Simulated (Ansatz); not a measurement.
Consider BN in the zinc blende structure (space group F-43m, No. 216; a = 3.610 Å). Axes: x, y, z lie along the cube axes.

The values are results of plane-wave PAW DFT at the r2SCAN level (Ansatz, a quantum-chemistry and plane-wave program, 500 eV), no SOC, not measurements.

It is then changed as follows: an isotropic linear strain of −3.00 %; the atoms relax in the strained cell.

Predict the stress tensor and what it implies for the stiffness.

Stress of the strained cell less that of the base (GPa, compression positive):
```
  42.26    0.00    0.00
   0.00   42.26    0.00
   0.00    0.00   42.26
```

Then B = −ΔP/(ΔV/V₀) with ΔV/V₀ = -0.0873 gives secant stiffness values (nonlinear terms included at this strain): B ≈ 484 GPa.

As a check, the harmonic strain energy −½ V₀ Δσ:ε is 70 meV/atom; the computed energy rise is 63 meV/atom.

Stability against distortions was not tested.
